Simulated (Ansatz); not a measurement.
Cost and result by functional for the surface energy of the (310) surface of fcc Pt in its 1x1 cell, outermost plane spacing 0.63 Å in the ideal cut, in Ansatz (plane waves, PAW). Single points on the PBE structure, on one kind of machine; costs are rough ratios of the slab run's core time (references not counted) to the cheapest single point. r2SCAN's cost holds its higher cutoff (500 against 420 eV). Differences are taken against r2SCAN for comparison alone: no measured value is at hand, so the table doesn't rank accuracy.

Slab: 17 atoms, 10.0 Å thick at the start (thin: gaps and levels are the slab's own); k 10x6x1, smearing 0.1 eV, dipole-corrected; all atoms relaxed; start symmetry kept, larger cells not searched; no spin, no spin-orbit, no U. These notes are the PBE run's.

| functional | relative cost | surface energy (J/m²) | less r2SCAN (J/m²) |
|---|---|---|---|
| RPBE | 1 | 1.64 | -0.49 |
| LDA | 1 | 2.55 | 0.42 |
| PBEsol | 1 | 2.36 | 0.22 |
| r2SCAN | 2 | 2.13 | 0.00 |
| PBE (the relaxed run's value) | – | 1.91 | -0.22 |

The values span 0.91 J/m², while the single points' costs differ by a factor of roughly 2. Differences are of unrounded values.

Ansatz is a program for electronic structure.
